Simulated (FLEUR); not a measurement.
Input and output of a self-consistent single point for TiIn (P4/mmm, 2 atoms in the cell) (FLEUR).

Computed with PBEsol, all-electron FLAPW (FLEUR), scalar-relativistic valence run with FLEUR.

The change in words: lattice scaled by 0.98. Reference geometry:
```xyz
2
Lattice="2.9635 0.0000 0.0000 0.0000 2.9635 0.0000 0.0000 0.0000 4.2393" Properties=species:S:1:pos:R:3 pbc="T T T"
Ti     1.4818     1.4818     2.1197
In     0.0000     0.0000     0.0000
```

Reference input (self-consistent single point, DFT, PBEsol, all-electron FLAPW (FLEUR), scalar-relativistic valence): Kmax = 4.5 1/bohr; GmaxXC = 22.5 1/bohr; xcFunctional = PBEs; jspins = 1; l_soc = F; mode = hist; fermiSmearingEnergy = 0.00367493 Htr; mesh (inpgen div1-3) = 15 15 10; inpgen gamma flag = true; Gmax = 22.5 1/bohr; numbands = 0; maxIterBroyd = 15. This run's input differs from it in these lines:

```diff
@@ -3,5 +3,5 @@
 &input film=f /
-5.6002241573 0.0000000000 0.0000000000
-0.0000000000 5.6002241573 0.0000000000
-0.0000000000 0.0000000000 8.0111235190
+5.4882200899 0.0000000000 0.0000000000
+0.0000000000 5.4882200899 0.0000000000
+0.0000000000 0.0000000000 7.8509011998
 1.0
@@ -44,5 +44,5 @@
          <bravaisMatrix>
-            <row-1>    5.6002241572999996     0.0000000000000000     0.0000000000000000</row-1>
-            <row-2>    0.0000000000000000     5.6002241572999996     0.0000000000000000</row-2>
-            <row-3>    0.0000000000000000     0.0000000000000000     8.0111235189999999</row-3>
+            <row-1>    5.4882200899000004     0.0000000000000000     0.0000000000000000</row-1>
+            <row-2>    0.0000000000000000     5.4882200899000004     0.0000000000000000</row-2>
+            <row-3>    0.0000000000000000     0.0000000000000000     7.8509011998000000</row-3>
          </bravaisMatrix>
```

Output (repeated stretches shortened):

```
 Iteration:     1   Distance:       8.96739262 me/bohr^3
 Iteration:     2   Distance:       8.08918011 me/bohr^3
 Iteration:     3   Distance:       4.70067868 me/bohr^3
 Iteration:     4   Distance:       2.50914018 me/bohr^3
 Iteration:     5   Distance:       2.05714874 me/bohr^3
   [... 9 lines left out ...]
 Iteration:    15   Distance:       0.00002321 me/bohr^3
 Iteration:    16   Distance:       0.00002052 me/bohr^3
 Iteration:    17   Distance:       0.00001149 me/bohr^3
 Iteration:    18   Distance:       0.00000313 me/bohr^3
 Run finished successfully
 Stop message:
   Structural relaxation: Done

[file out, last iteration]
             iter=     19
[...]
          total density-effective poten   -1.1065284445E+04
          total charge density-energy d   -1.9866665514E+02
 Updated energy parameters for spin:           1
[...]
 fermi energy and band-weighting factors:
    0.910049    0.942315

[...]
FERMIE:
          first approx. to ef    (T=0)  :   0.404726 htr   (energy of the highest occ. eigenvalue)
          number of occ. states  (T=0)  :       3568
          first approx. to seigv (T=0)  : -28.814719 htr
          sum of weights of occ. states :  16.502667
          sum of semicore charge        :   0.000000 e
FERHIS:  Fermi-Energy by histogram:
          bandgap                     :   0.000012 htr
   [... lines left out ...]
          charge neutrality (T=0)     :   0.005333    (zero if the highest occ. eigenvalue is "entirely" occupied)
     EF_NEWTON:  Adjust Fermi-Energy by Newton-Method.
 Direct bandgap for spin            1 :    1.3562457811760464E-002  Htr
 ---->    free energy=                     -6733.4873544667 htr
   [... lines left out ...]
      extrapolation for T->0
 ---->    total electron energy=           -6733.4864374558 htr
 ***** TOTAL FORCES ON ATOMS *****
 TOTAL FORCE FOR ATOM TYPE=  1  X=  2.744   Y=  2.744   Z=  3.925
                       FX_TOT= 0.000000 FY_TOT= 0.000000 FZ_TOT= 0.000000
 TOTAL FORCE FOR ATOM TYPE=  2  X=  0.000   Y=  0.000   Z=  0.000
                       FX_TOT= 0.000000 FY_TOT= 0.000000 FZ_TOT= 0.000000
 Structural relaxation: Done
```

The run converged in 18 iterations. FLEUR gives forces in its relaxation mode, with a further iteration, so its stop message speaks of a relaxation. Against the reference run the free energy rises by 16.7 meV/atom.

The starting cell comes from a database of computed structures (which also holds hypothetical and non-ambient phases and stackings), without a prior relaxation at this level. Its lattice was rescaled by a random factor within 2.5 % of one. For this run, on top of that: lattice scaled by 0.98. Spin polarisation is off. Values depend on the basis (sphere radii, cutoffs, local orbitals), which need not be converged. The log's line on a gap gives a spacing of levels on this mesh, which the program prints for metals too.

Cost on one core of a shared machine: roughly 6 min.
